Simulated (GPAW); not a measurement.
GPAW is run on Cu3Pd (Pm-3m, 4 atoms in the cell), and the run fails. The aim is a self-consistent single point with DFT PBEsol, plane waves, GPAW PAW datasets PBEsol (made by gpaw-setup).

Cell that was meant: a = 3.7220 Å, b = 3.7220 Å, c = 3.7220 Å, α = 90.00°, β = 90.00°, γ = 90.00°.

Part of the input:

```python
            xc='PBEsol',
            kpts=(11, 11, 11),
            occupations=FermiDirac(0.1),
            nband=-10,
            convergence={'forces': 0.001},
            symmetry={'symmorphic': False, 'tolerance': 0.0005},
            maxiter=100)
```

Output (repeated stretches shortened):

```
Traceback (most recent call last):
   [... frames left out ...]
TypeError: Unknown GPAW parameter: nband
```

**Question.** From the messages shown, name the fault and mend the input.

**Answer.** The fault is a keyword that the program does not know. The program does not know a key of this name. To fix it, use the program's own name for the key. The program stopped before any SCF iteration.

The sound input it was made from differs as follows (other fixes are possible):
```diff
-            nband=-10,
+            nbands=-10,
```

With that input, the run converged in 20 iterations: free energy E − TS (from the program's reference atoms) -17.7460 eV; Fermi level (on the code's own zero) 7.77 eV; pressure -7.57 GPa (DFT PBEsol, plane waves, GPAW PAW datasets PBEsol (made by gpaw-setup)).

On the sound input: the starting cell comes from a database of published, mostly measured structures (it also holds non-ambient and calculated ones), without a prior relaxation at this level. Spin polarisation is off. With a pressure of about -8 GPa the cell is away from its equilibrium volume at this level.
